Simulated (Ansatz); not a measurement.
## Si well of 8 atomic layers along [001] in random Si0.8Ge0.2, Ge share that oscillates in the well

Prepared with Tersoff's 1989 multicomponent potential (SiCGe.tersoff) (LAMMPS): minimisation. Geometry as solved with PBE, support functions at accuracy medium on the grid of 370 eV (Ansatz, a program for electronic structure).

```xyz
576
Lattice="16.58 0.00 0.00 0.00 16.58 0.00 0.00 0.00 44.04" Properties=species:S:1:pos:R:3 pbc="T T T"
Si     0.01     0.01     0.02
Si     1.38     1.40     1.39
Si     2.75     2.75    -0.01
Si     4.10     4.13     1.37
Si     2.76     0.05     2.77
Si     4.11     1.37     4.19
Si    -0.01     2.77     2.76
Si     1.36     4.13     4.14
Ge    -0.05     0.05     5.55
Si     1.36     1.44     6.93
Si     2.73     2.76     5.52
Ge     4.14     4.15     6.94
Ge     2.78     0.03     8.32
Si     4.18     1.42     9.72
Si    -0.01     2.78     8.32
Si     1.36     4.16     9.69
Si    -0.01     0.01    11.08
Si     1.38     1.41    12.43
Si     2.76     2.78    11.06
Si     4.11     4.18    12.42
Si     2.75     0.05    13.81
Si     4.11     1.38    15.21
Si     0.02     2.80    13.79
Si     1.38     4.16    15.18
Si     0.00     0.00    16.60
Si     1.39     1.39    17.94
Si     2.75     2.78    16.56
Si     4.15     4.15    17.92
Si     2.76    -0.01    19.30
Si     4.15     1.37    20.65
Si     0.00     2.77    19.29
Si     1.38     4.14    20.65
Si     0.00     0.00    22.02
Si     1.38     1.37    23.39
Si     2.74     2.74    22.00
Ge     4.15     4.15    23.39
Si     2.76    -0.01    24.76
Si     4.14     1.38    26.13
Si     0.01     2.77    24.76
Si     1.38     4.16    26.12
Si     0.02    -0.01    27.52
Si     1.38     1.38    28.87
Si     2.73     2.75    27.48
Ge     4.13     4.13    28.90
Si     2.75     0.04    30.27
Si     4.14     1.38    31.65
Si     0.02     2.75    30.24
Ge     1.38     4.16    31.65
Si     0.00    -0.01    33.10
Si     1.39     1.37    34.43
Si     2.76     2.72    33.04
Ge     4.14     4.14    34.42
Si     2.77    -0.02    35.79
Si     4.17     1.35    37.14
Si     0.02     2.74    35.80
Si     1.34     4.18    37.14
Si    -0.04    -0.04    38.51
Ge     1.34     1.35    39.94
Ge     2.75     2.76    38.49
Ge     4.17     4.17    39.94
Si     2.78    -0.03    41.31
Si     4.14     1.38    42.67
Si    -0.03     2.79    41.32
Si     1.37     4.15    42.67
Si    -0.01     5.51     0.01
Si     1.39     6.87     1.35
Si     2.74     8.27    -0.01
Ge     4.13     9.69     1.37
Si     2.72     5.49     2.74
Ge     4.12     6.89     4.16
Ge     0.01     8.28     2.76
Si     1.41     9.66     4.17
Si     0.02     5.50     5.55
Si     1.36     6.90     6.93
Si     2.73     8.29     5.58
Si     4.12     9.65     6.94
Si     2.73     5.55     8.33
Si     4.12     6.91     9.68
Si     0.01     8.28     8.32
Si     1.39     9.65     9.70
Si     0.00     5.54    11.07
Si     1.37     6.92    12.44
Si     2.76     8.29    11.07
Si     4.11     9.68    12.45
Si     2.75     5.54    13.81
Si     4.12     6.90    15.20
Si     0.00     8.29    13.82
Si     1.37     9.67    15.19
Si     0.00     5.53    16.56
Si     1.38     6.91    17.93
Si     2.75     8.29    16.56
Si     4.13     9.67    17.94
Si     2.76     5.53    19.28
Si     4.15     6.91    20.64
Si     0.00     8.29    19.29
Si     1.37     9.67    20.66
Si     0.01     5.53    22.01
Si     1.40     6.89    23.36
Si     2.77     8.29    22.01
Si     4.14     9.67    23.37
Si     2.75     5.55    24.77
Si     4.12     6.94    26.11
Ge     0.00     8.29    24.75
Si     1.43     9.67    26.13
Si     0.03     5.56    27.49
Si     1.38     6.94    28.88
Si     2.78     8.30    27.52
Si     4.14     9.68    28.90
Si     2.76     5.59    30.26
Si     4.15     6.94    31.63
Si     0.00     8.30    30.27
Si     1.38     9.68    31.64
Si    -0.01     5.57    33.03
Si     1.39     6.92    34.38
Si     2.76     8.30    33.01
Si     4.11     9.67    34.42
Si     2.72     5.56    35.78
Si     4.11     6.91    37.16
Ge    -0.01     8.31    35.79
Si     1.41     9.70    37.18
Si    -0.02     5.53    38.55
Si     1.37     6.91    39.91
Si     2.75     8.29    38.55
Si     4.09     9.65    39.95
Si     2.73     5.55    41.31
Si     4.12     6.91    42.66
Si     0.02     8.27    41.31
Si     1.37     9.67    42.67
Si    -0.01    11.05     0.00
Si     1.33    12.40     1.42
Ge     2.72    13.79    -0.01
Ge     4.15    15.25     1.38
Si     2.73    11.06     2.79
Si     4.15    12.38     4.16
Si    -0.04    13.81     2.74
Ge     1.37    15.20     4.12
Ge     0.00    11.06     5.54
Si     1.41    12.42     6.96
Ge     2.81    13.80     5.57
Si     4.20    15.22     6.94
Si     2.76    11.03     8.33
Si     4.11    12.44     9.70
Ge     0.01    13.85     8.30
Si     1.38    15.23     9.73
Si     0.03    11.00    11.11
Si     1.37    12.42    12.45
Si     2.72    13.80    11.06
Ge     4.14    15.21    12.43
Si     2.75    11.05    13.83
Si     4.14    12.41    15.20
Si    -0.03    13.79    13.79
Ge     1.38    15.19    15.19
Si     0.00    11.06    16.55
Si     1.38    12.43    17.93
Si     2.78    13.79    16.57
Si     4.13    15.19    17.94
Si     2.75    11.05    19.30
Si     4.14    12.43    20.66
Si     0.00    13.82    19.29
Si     1.38    15.20    20.66
Si     0.00    11.06    22.02
Si     1.39    12.43    23.38
Si     2.76    13.82    22.02
Si     4.14    15.20    23.38
Si     2.77    11.05    24.74
Si     4.12    12.44    26.12
Si     0.01    13.81    24.74
Si     1.37    15.20    26.12
Ge     0.00    11.05    27.51
Si     1.39    12.45    28.90
Si     2.73    13.81    27.48
Ge     4.13    15.21    28.89
Si     2.75    11.06    30.27
Si     4.12    12.43    31.64
Si    -0.01    13.81    30.26
Ge     1.38    15.20    31.67
Si     0.00    11.06    33.01
Si     1.37    12.43    34.40
Si     2.77    13.79    33.05
Si     4.13    15.19    34.41
Si     2.76    11.07    35.78
Si     4.12    12.48    37.14
Si     0.01    13.81    35.78
Si     1.38    15.20    37.16
Si     0.03    11.09    38.52
Si     1.39    12.45    39.92
Si     2.76    13.84    38.54
Si     4.16    15.20    39.91
Si     2.74    11.05    41.30
Si     4.16    12.42    42.63
Si     0.00    13.82    41.28
Si     1.35    15.22    42.65
Si     5.56     0.03    -0.02
Si     6.94     1.37     1.37
Si     8.31     2.75     0.02
Si     9.72     4.11     1.36
Si     8.29    -0.01     2.74
Ge     9.68     1.38     4.16
Ge     5.52     2.75     2.78
Si     6.91     4.12     4.21
Si     5.53     0.02     5.54
Si     6.90     1.38     6.93
Si     8.28     2.76     5.58
Si     9.68     4.14     6.93
Si     8.28    -0.01     8.27
Ge     9.65     1.41     9.66
Si     5.55     2.75     8.32
Si     6.90     4.15     9.67
Si     5.56     0.02    11.04
Si     6.92     1.41    12.40
Si     8.27     2.82    11.07
Si     9.67     4.16    12.44
Ge     8.31     0.01    13.80
Si     9.69     1.39    15.24
Ge     5.52     2.78    13.81
Si     6.93     4.16    15.22
Si     5.49     0.02    16.59
Si     6.90     1.38    17.93
Si     8.29     2.76    16.58
Si     9.69     4.15    17.93
Si     8.28     0.00    19.29
Si     9.66     1.39    20.64
Si     5.52     2.77    19.29
Si     6.92     4.14    20.65
Si     5.52     0.00    22.03
Si     6.91     1.39    23.38
Si     8.29     2.77    22.02
Si     9.67     4.15    23.37
Si     8.29     0.05    24.75
Si     9.66     1.40    26.14
Si     5.54     2.74    24.77
Si     6.94     4.12    26.10
Si     5.52     0.04    27.52
Si     6.91     1.39    28.89
Si     8.29     2.76    27.51
Si     9.64     4.12    28.91
Si     8.31     0.01    30.23
Si     9.67     1.37    31.64
Si     5.55     2.74    30.29
Si     6.91     4.15    31.63
Si     5.48    -0.01    33.03
Ge     6.91     1.38    34.40
Si     8.29     2.77    32.98
Ge     9.68     4.15    34.41
Si     8.31    -0.02    35.79
Si     9.67     1.37    37.15
Si     5.54     2.76    35.83
Si     6.92     4.14    37.19
Si     5.53     0.00    38.55
Si     6.91     1.37    39.92
Si     8.30     2.74    38.54
Si     9.69     4.11    39.90
Si     8.30     0.01    41.29
Si     9.68     1.38    42.67
Si     5.55     2.73    41.32
Si     6.89     4.09    42.71
Si     5.47     5.48    -0.02
Ge     6.86     6.88     1.37
Ge     8.31     8.31    -0.02
Si     9.67     9.69     1.43
Ge     8.31     5.47     2.79
Ge     9.71     6.92     4.21
Si     5.51     8.30     2.77
Ge     6.92     9.68     4.17
Si     5.56     5.53     5.55
Si     6.90     6.90     6.94
Si     8.29     8.29     5.61
Si     9.67     9.66     6.96
Si     8.27     5.50     8.29
Ge     9.68     6.89     9.69
Si     5.49     8.26     8.29
Ge     6.89     9.68     9.69
Si     5.49     5.52    11.03
Ge     6.89     6.90    12.45
Si     8.30     8.30    11.08
Si     9.69     9.68    12.40
Si     8.31     5.51    13.85
Si     9.67     6.89    15.22
Si     5.46     8.29    13.82
Ge     6.88     9.65    15.22
Si     5.53     5.53    16.56
Si     6.91     6.90    17.94
Si     8.31     8.26    16.59
Si     9.68     9.67    17.93
Si     8.30     5.53    19.30
Si     9.68     6.91    20.66
Si     5.53     8.30    19.29
Si     6.91     9.67    20.66
Si     5.55     5.55    21.98
Si     6.90     6.91    23.37
Si     8.30     8.30    22.03
Si     9.68     9.69    23.38
Si     8.27     5.51    24.72
Ge     9.66     6.93    26.12
Si     5.50     8.27    24.72
Ge     6.89     9.68    26.13
Ge     5.56     5.55    27.48
Si     6.93     6.94    28.92
Si     8.30     8.31    27.56
Si     9.70     9.67    28.90
Si     8.29     5.53    30.27
Si     9.68     6.91    31.63
Si     5.53     8.31    30.26
Si     6.93     9.65    31.62
Si     5.51     5.52    32.97
Ge     6.90     6.90    34.40
Si     8.30     8.28    32.98
Ge     9.72     9.66    34.36
Si     8.29     5.53    35.83
Si     9.70     6.90    37.17
Si     5.46     8.28    35.77
Ge     6.90     9.64    37.16
Si     5.52     5.55    38.49
Ge     6.89     6.94    39.90
Si     8.35     8.30    38.54
Si     9.69     9.69    39.91
Ge     8.30     5.49    41.32
Si     9.73     6.90    42.66
Si     5.48     8.32    41.31
Si     6.89     9.70    42.63
Si     5.55    11.08    -0.03
Si     6.94    12.43     1.35
Si     8.29    13.84    -0.01
Si     9.68    15.21     1.38
Si     8.30    11.08     2.75
Si     9.67    12.48     4.09
Ge     5.56    13.79     2.79
Si     6.91    15.26     4.16
Si     5.48    11.03     5.57
Ge     6.89    12.43     6.95
Ge     8.32    13.87     5.52
Si     9.72    15.23     6.95
Si     8.33    11.06     8.33
Si     9.69    12.45     9.69
Si     5.51    13.84     8.36
Si     6.93    15.21     9.68
Si     5.48    11.08    11.09
Si     6.88    12.46    12.41
Si     8.29    13.82    11.05
Si     9.69    15.14    12.45
Ge     8.31    11.08    13.80
Si     9.71    12.45    15.22
Si     5.51    13.78    13.82
Ge     6.88    15.17    15.22
Si     5.50    11.07    16.60
Si     6.91    12.43    17.95
Si     8.32    13.79    16.60
Si     9.68    15.20    17.94
Si     8.29    11.04    19.29
Si     9.67    12.43    20.65
Si     5.52    13.82    19.30
Si     6.90    15.20    20.65
Si     5.53    11.05    22.01
Si     6.90    12.43    23.38
Si     8.26    13.79    21.99
Ge     9.67    15.19    23.38
Si     8.31    11.08    24.74
Si     9.69    12.42    26.14
Si     5.50    13.80    24.74
Ge     6.91    15.21    26.13
Si     5.47    11.06    27.51
Ge     6.91    12.42    28.90
Si     8.33    13.81    27.51
Si     9.67    15.19    28.88
Si     8.33    11.03    30.29
Si     9.68    12.43    31.66
Si     5.50    13.80    30.29
Ge     6.91    15.20    31.65
Ge     5.54    11.05    33.03
Si     6.91    12.50    34.41
Si     8.33    13.82    33.04
Si     9.69    15.19    34.42
Ge     8.31    11.11    35.77
Si     9.75    12.45    37.17
Si     5.52    13.85    35.78
Si     6.89    15.22    37.15
Ge     5.48    11.08    38.57
Si     6.91    12.45    39.95
Ge     8.30    13.83    38.54
Si     9.68    15.26    39.91
Si     8.29    11.05    41.28
Si     9.63    12.45    42.66
Si     5.53    13.83    41.30
Si     6.92    15.22    42.66
Si    11.05     0.02     0.02
Si    12.44     1.39     1.39
Si    13.81     2.77     0.02
Si    15.20     4.14     1.39
Si    13.81     0.01     2.76
Si    15.16     1.43     4.12
Si    11.10     2.78     2.76
Si    12.45     4.14     4.18
Si    11.10     0.00     5.57
Si    12.46     1.39     6.93
Si    13.82     2.77     5.54
Si    15.20     4.14     6.93
Si    13.82     0.01     8.31
Si    15.22     1.38     9.68
Si    11.09     2.79     8.28
Si    12.46     4.12     9.69
Ge    11.08    -0.03    11.08
Si    12.50     1.38    12.44
Si    13.85     2.76    11.06
Si    15.21     4.15    12.43
Si    13.82    -0.02    13.81
Ge    15.21     1.40    15.20
Ge    11.08     2.77    13.83
Si    12.47     4.19    15.22
Si    11.07    -0.01    16.57
Si    12.44     1.39    17.94
Si    13.80     2.80    16.59
Si    15.21     4.16    17.93
Si    13.83     0.00    19.29
Si    15.21     1.39    20.65
Si    11.06     2.77    19.30
Si    12.44     4.17    20.64
Si    11.05     0.00    21.96
Ge    12.42     1.42    23.36
Si    13.85     2.81    21.99
Si    15.22     4.16    23.39
Ge    13.84    -0.02    24.77
Si    15.25     1.39    26.15
Si    11.02     2.79    24.77
Si    12.46     4.13    26.10
Si    11.01    -0.02    27.48
Ge    12.43     1.37    28.86
Si    13.83     2.76    27.46
Ge    15.20     4.17    28.88
Si    13.84    -0.03    30.25
Ge    15.20     1.37    31.66
Si    11.01     2.76    30.27
Ge    12.42     4.17    31.65
Si    11.03     0.01    33.05
Si    12.43     1.36    34.42
Si    13.78     2.75    33.05
Ge    15.19     4.15    34.42
Si    13.82    -0.01    35.79
Si    15.20     1.37    37.15
Si    11.08     2.74    35.81
Si    12.44     4.14    37.16
Si    11.05    -0.01    38.50
Ge    12.44     1.40    39.89
Si    13.86     2.79    38.51
Si    15.20     4.16    39.92
Ge    13.86    -0.02    41.32
Si    15.23     1.41    42.71
Si    11.05     2.77    41.31
Si    12.45     4.14    42.66
Si    11.07     5.50    -0.01
Ge    12.46     6.89     1.39
Si    13.87     8.28     0.00
Si    15.20     9.70     1.37
Si    13.84     5.48     2.80
Si    15.23     6.84     4.16
Si    11.05     8.31     2.76
Ge    12.46     9.68     4.12
Si    11.09     5.49     5.58
Si    12.43     6.86     6.97
Ge    13.85     8.23     5.56
Si    15.23     9.64     6.95
Si    13.84     5.51     8.33
Si    15.21     6.91     9.69
Si    11.07     8.29     8.30
Si    12.42     9.64     9.71
Si    11.09     5.49    11.08
Si    12.48     6.87    12.43
Si    13.83     8.28    11.06
Si    15.20     9.65    12.45
Si    13.85     5.53    13.82
Si    15.21     6.91    15.19
Ge    11.07     8.28    13.81
Si    12.47     9.69    15.21
Si    11.07     5.54    16.57
Si    12.45     6.93    17.93
Si    13.83     8.29    16.56
Si    15.21     9.67    17.92
Si    13.83     5.55    19.29
Si    15.21     6.92    20.66
Si    11.06     8.30    19.30
Si    12.44     9.68    20.65
Si    11.06     5.53    22.02
Si    12.45     6.92    23.39
Si    13.82     8.30    22.01
Si    15.18     9.70    23.36
Si    13.83     5.53    24.75
Si    15.18     6.90    26.15
Si    11.08     8.32    24.74
Si    12.45     9.68    26.14
Ge    11.09     5.50    27.55
Si    12.46     6.95    28.92
Si    13.82     8.29    27.52
Si    15.18     9.66    28.91
Si    13.84     5.58    30.28
Si    15.21     6.94    31.66
Si    11.07     8.30    30.28
Si    12.45     9.67    31.65
Si    11.06     5.59    33.04
Si    12.46     6.93    34.41
Si    13.82     8.31    33.03
Si    15.18     9.71    34.38
Si    13.79     5.55    35.81
Si    15.17     6.90    37.18
Si    11.09     8.27    35.80
Si    12.45     9.67    37.16
Si    11.06     5.50    38.54
Si    12.43     6.89    39.90
Si    13.80     8.27    38.53
Ge    15.22     9.68    39.91
Si    13.82     5.53    41.29
Si    15.22     6.89    42.67
Si    11.05     8.27    41.25
Ge    12.47     9.67    42.64
Ge    11.05    11.10     0.04
Si    12.47    12.50     1.41
Si    13.84    13.84     0.02
Si    15.20    15.23     1.39
Si    13.85    11.10     2.74
Si    15.18    12.47     4.14
Si    11.07    13.86     2.76
Si    12.44    15.22     4.15
Ge    11.02    11.09     5.54
Si    12.43    12.49     6.92
Si    13.80    13.84     5.52
Si    15.15    15.21     6.91
Ge    13.79    11.03     8.29
Ge    15.21    12.42     9.75
Si    11.07    13.83     8.32
Si    12.47    15.18     9.67
Si    11.07    11.06    11.06
Si    12.44    12.43    12.45
Si    13.80    13.83    11.10
Si    15.20    15.20    12.44
Si    13.83    11.05    13.81
Si    15.20    12.43    15.18
Si    11.07    13.80    13.84
Si    12.44    15.20    15.19
Si    11.07    11.05    16.57
Si    12.45    12.44    17.93
Si    13.82    13.82    16.55
Si    15.20    15.20    17.93
Si    13.83    11.05    19.29
Si    15.20    12.44    20.65
Si    11.06    13.81    19.29
Si    12.45    15.20    20.64
Si    11.06    11.06    22.01
Si    12.44    12.43    23.38
Si    13.82    13.81    22.01
Si    15.23    15.17    23.36
Si    13.81    11.06    24.75
Si    15.20    12.44    26.08
Si    11.07    13.79    24.77
Si    12.39    15.19    26.14
Si    11.06    11.04    27.51
Si    12.41    12.40    28.92
Ge    13.81    13.80    27.52
Si    15.23    15.20    28.89
Si    13.82    11.04    30.28
Si    15.20    12.43    31.64
Si    11.02    13.79    30.25
Ge    12.43    15.18    31.66
Si    11.11    11.09    33.00
Si    12.47    12.44    34.41
Si    13.86    13.79    33.05
Si    15.20    15.19    34.43
Si    13.82    11.06    35.79
Si    15.21    12.43    37.15
Si    11.09    13.82    35.77
Si    12.45    15.20    37.15
Si    11.09    11.05    38.54
Si    12.47    12.43    39.89
Si    13.83    13.81    38.51
Si    15.21    15.15    39.88
Si    13.85    11.11    41.29
Si    15.22    12.46    42.68
Ge    11.06    13.83    41.29
Si    12.44    15.21    42.73
```
